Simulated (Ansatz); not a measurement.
# What Pd → Rh does to Pd

Start from Pd in the fcc (Cu type) structure (space group Fm-3m, No. 225; a = 3.876 Å).

Modification: full substitution Pd → Rh, then cell and atoms are relaxed.

Level of theory: Ansatz (a quantum-chemistry and plane-wave program), PBEsol, PAW, cutoff 420 eV, no spin-orbit coupling. Settings: 21×21×21 k-points, 0.05 eV Fermi–Dirac smearing.

| quantity | base | changed | shift |
|---|---|---|---|
| volume per atom | 14.55 Å³ | 13.50 Å³ | -1.05 Å³ |
| density | 12.14 g/cm³ | 12.66 g/cm³ | +0.514 g/cm³ |
| space group | Fm-3m (No. 225) | Fm-3m (No. 225) | – |
| band gap | zero | zero | – |

Final structure:

```xyz
1
Lattice="0.0000 1.8900 1.8900 1.8900 0.0000 1.8900 1.8900 1.8900 0.0000" Properties=species:S:1:pos:R:3 pbc="T T T"
Rh     0.0000     0.0000     0.0000
```

No phonon test of stability was made. The final runs are not spin-polarised.
